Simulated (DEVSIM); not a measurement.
Device: isotype n-n heterojunction Al0.3Ga0.7As/GaAs, at 350 K.

Layer 1 from the left is Al0.3Ga0.7As, thickness (μm) 0.180, Nd (cm⁻³) 1.4e17, τn (s) 5.6e-8, τp (s) 5.6e-8. Layer 2 from the left is GaAs, thickness (μm) 0.140, Nd (cm⁻³) 4.4e15, τn (s) 5.6e-8, τp (s) 1.7e-9.

Left contact: ohmic. Right contact: ohmic. Voltage is applied to the left contact. Recombination: SRH at mid-gap, Auger. Mobility is μmin + (μ − μmin)/(1 + (N/Nref)^α).

The device is made up for the run: typed textbook-type constants, with dimensions and the other settings drawn at random. Values at 300 K; Nc and Nv go as T^1.5, mobilities as T to minus their exponent, the gap by Varshni's rule with the affinity fixed.

Al0.3Ga0.7As: gap (eV) 1.7981, affinity (eV) 3.833, permittivity 12.05, Nc (cm⁻³) 6.96e17, Nv (cm⁻³) 9e18, μn (cm²/Vs) 3880, μp (cm²/Vs) 197, μn,min 500, μp,min 20, Nref,n 6e16, Nref,p 1.5e17, αn 0.39, αp 0.38, T exponent of μn 2.1, T exponent of μp 2.2, Cn (cm⁶/s) 1e-30, Cp (cm⁶/s) 1e-30, Varshni α (eV/K) 0.000541, Varshni β (K) 204. GaAs: gap (eV) 1.424, affinity (eV) 4.07, permittivity 12.9, Nc (cm⁻³) 4.7e17, Nv (cm⁻³) 9e18, μn (cm²/Vs) 8500, μp (cm²/Vs) 400, μn,min 500, μp,min 20, Nref,n 6e16, Nref,p 1.5e17, αn 0.39, αp 0.38, T exponent of μn 2.1, T exponent of μp 2.2, Cn (cm⁶/s) 1e-30, Cp (cm⁶/s) 1e-30, Varshni α (eV/K) 0.000541, Varshni β (K) 204.

DEVSIM, 1D drift-diffusion, Boltzmann statistics, complete ionisation; no tunnelling, impact ionisation, image-force lowering or self-heating. Band offsets follow the typed affinities; no thermionic-emission limit at abrupt steps, no polarisation charge.

Question: What does the simulation give for the potential step across the device at zero bias?

Answer: potential step across the device at zero bias 0.330 V.
